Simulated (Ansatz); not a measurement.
Seebeck coefficient (μV/K, mean over directions) of p-type MoSe$_{2}$ (P6_3/mmc) against carrier density, PBEsol+D3BJ with spin-orbit coupling, rigid bands (Ansatz, a first-principles code). Computed gap 0.52 eV; densities at which minority carriers matter at this gap, or further valleys turn the trend, are left out. Conductivity mass 0.83 mₑ (harmonic mean over directions), N_v = 2.3e19 cm⁻³ at 300 K.

```
hole density  300 K       500 K
------------  -----  ----------
3e18 cm⁻³       390         456
1e19 cm⁻³       288         354
3e19 cm⁻³       200  (withheld)
1e20 cm⁻³       117  (withheld)
3e20 cm⁻³        62  (withheld)
1e21 cm⁻³        33          54
```

Task: Fill in the missing entries.

Result: 
- 3e19 cm⁻³, 500 K: 262
- 1e20 cm⁻³, 500 K: 169
- 3e20 cm⁻³, 500 K: 100

Rigid bands with a gap fixed in temperature, one relaxation time for all states, no polarons or phonon drag, and whether or not such doping can be reached. Geometry: cell and atoms relaxed with PBEsol+D3(BJ).

PBEsol with a dispersion correction tends to overbind, so the cell can be several per cent short, in bad cases over ten, which usually narrows a gap: MoSe2 (P6_3/mmc).
